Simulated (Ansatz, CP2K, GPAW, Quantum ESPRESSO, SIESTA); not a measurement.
# One structure in several programs: MgCd2 (C2/m, 6 atoms in the cell)

Self-consistent single point.

```
CELL_PARAMETERS angstrom
      5.84365    -1.54269     0.00000
      5.84365     1.54269     0.00000
     -2.17098     0.00000     7.03542
ATOMIC_POSITIONS crystal
  Mg 0.47363 0.47363 0.19795
  Mg 0.52637 0.52637 0.80205
  Cd 0.19157 0.19157 0.13775
  Cd 0.80843 0.80843 0.86225
  Cd 0.86199 0.86199 0.46981
  Cd 0.13801 0.13801 0.53019
```

Shared settings, as Ansatz (a first-principles code) writes them: kpoints.mp_grid.grid = 5 5 3; scf.occupations.method = fermi_dirac; scf.occupations.width = 0.1 eV. Potentials and cutoffs stand in the table.

```
code                                                                                                                                      model  pressure (GPa)  largest force (eV/Å)        cutoff
----------------  -----------------------------------------------------------------------------------------------------------------------------  --------------  --------------------  ------------
Quantum ESPRESSO                                                                            PBEsol, SSSP 1.1.2 precision (PBE) pseudopotentials           -1.95                 0.068         55 Ry
SIESTA            GGA PBEsol, numerical atomic orbitals TZP, PseudoDojo PBEsol standard norm-conserving potentials (rewritten from UPF to PSML)           -1.04                 0.275   grid 350 Ry
CP2K                                                                 PBEsol, GPW, DZVP-MOLOPT-SR-GTH basis, GTH-PBE potentials (GTH_POTENTIALS)            0.04                 0.134  grid 1000 Ry
Ansatz                                                                                                          PBEsol, PAW files made with PBE           -1.46                 0.069       default
GPAW                                                                                      PBEsol, GPAW PAW datasets PBEsol (made by gpaw-setup)           -1.79                 0.088        800 eV
```

Size of the force on each atom (eV/Å): Sizes of forces hide their directions.

```
code                Mg1    Mg2    Cd3    Cd4    Cd5    Cd6
----------------  -----  -----  -----  -----  -----  -----
Quantum ESPRESSO  0.034  0.034  0.044  0.044  0.068  0.068
SIESTA            0.041  0.041  0.234  0.234  0.275  0.275
CP2K              0.134  0.134  0.071  0.071  0.094  0.094
Ansatz            0.033  0.033  0.045  0.045  0.069  0.069
GPAW              0.037  0.037  0.062  0.062  0.088  0.088
```

The spread over the programs that give each value: pressure within 1.99 GPa; largest force within 0.207 eV/Å.

SIESTA and CP2K use small atom-centred bases, whose incompleteness enters pressures, forces and empty levels differently from a plane-wave cutoff. Ansatz's pressure is given at a fixed set of plane waves, as the other plane-wave codes print theirs. In the pressure, CP2K (by 1.84) lies more than 1 GPa from the median of the plane-wave programs. In the force vectors, SIESTA (by 0.207) and CP2K (by 0.106) lie more than 0.08 eV/Å from the median of the plane-wave programs.

The shared mesh is coarse (it stands for a supercell whose shortest vector is 15 Å), so the values are not converged in it.

The starting cell comes from a database of computed structures (which also holds hypothetical and non-ambient phases and stackings), without a prior relaxation at this level.

Left out of this page: Elk (not drawn, or without a comparable value).

Keys are those of Ansatz 0.2.
